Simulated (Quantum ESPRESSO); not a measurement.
A working Quantum ESPRESSO input for VRe (Cm, 2 atoms in the cell) (DFT, LDA (PZ), plane waves, GBRV 1.5 ultrasoft (LDA) pseudopotentials):

```fortran
&CONTROL
   calculation = 'scf'
   prefix = 'scf'
   outdir = './out'
   pseudo_dir = './'
   tprnfor = .true.
   tstress = .true.
/
&SYSTEM
   ibrav = 0
   nat = 2
   ntyp = 2
   ecutwfc = 50
   ecutrho = 400
   occupations = 'smearing'
   smearing = 'fd'
   degauss = 0.0073499
/
&ELECTRONS
   conv_thr = 1.0d-10
   mixing_beta = 0.3
/
ATOMIC_SPECIES
V     50.9415  v_lda_v1.4.uspp.F.UPF
Re   186.2070  re_lda_v1.2.uspp.F.UPF
CELL_PARAMETERS {angstrom}
   1.514845000    -2.186670000     0.000000000
   1.514845000     2.186670000     0.000000000
   0.000000000     0.000000000     4.230570000
ATOMIC_POSITIONS {crystal}
V     0.495740000    0.504209000    0.499624000
Re    0.004260000   -0.004209000    0.000376000
K_POINTS {automatic}
11 11 7  0 0 0
```

The run converged in 13 iterations: free energy E − TS -4569.4097 eV; Fermi level (on the code's own zero) 20.93 eV; pressure -11.86 GPa; largest force (vector length) 0.261 eV/Å. Each of these slips is then made, one at a time:

(1)
```diff
-Re    0.004260000   -0.004209000    0.000376000
+Re1    0.004260000   -0.004209000    0.000376000
```

(2)
```diff
-   pseudo_dir = './'
+   pseudo_dir = './pp'
```

Task: How does each altered input end?

Result: 
(1) An atom label that is not in the list of species. The program stopped before any SCF iteration.
```
Error in routine read_cards (2):
species Re1 in ATOMIC_POSITIONS is nonexistent
```

(2) A wrong folder for the potentials. The program stopped before any SCF iteration.
```
Error in routine readpp (1):
file ./pp/v_lda_v1.4.uspp.F.UPF not found
```

The starting cell comes from a database of computed structures (which also holds hypothetical and non-ambient phases and stackings), without a prior relaxation at this level. Its atoms were displaced at random from the sites of space group no. 65. Spin polarisation is off. In the base run, with a pressure of about -12 GPa the cell is away from its equilibrium volume at this level.

Left out of this page: 3 runs of the series outside the window shown, repeating another row's setting, or not comparable.
